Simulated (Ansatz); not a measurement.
## Pd: response to strain

Base system: Pd in the fcc (Cu type) structure (space group Fm-3m, No. 225; a = 3.943 Å).

Strains are applied to the cell and any free atomic positions relax.

Calculations: Ansatz (a program for electronic structure) PBE, scalar-relativistic without spin-orbit coupling.

| isotropic strain (%) | pressure (GPa) |
|---|---|
| -5.7 | 47.8 |
| -2.55 | ? |
| 0 | 0.0 |
| 2.93 | -11.4 |
| 3.16 | -12.0 |

### Question
Fit P = P₀ − Bδ + Cδ² with δ = (1 + ε)³ − 1 to the rows shown and predict the withheld row.

### Answer
Least squares on the printed values gives P₀ = 0.0 GPa, B = 188 GPa, C = 671 GPa (largest residual 0.1 GPa); this predicts 17.7 GPa, and the run gives 16.1 GPa, 1.6 lower.

No phonon test of stability was made. All final runs are without spin polarisation. Pd lies near a magnetic instability that expansion can trigger; it was not tested.
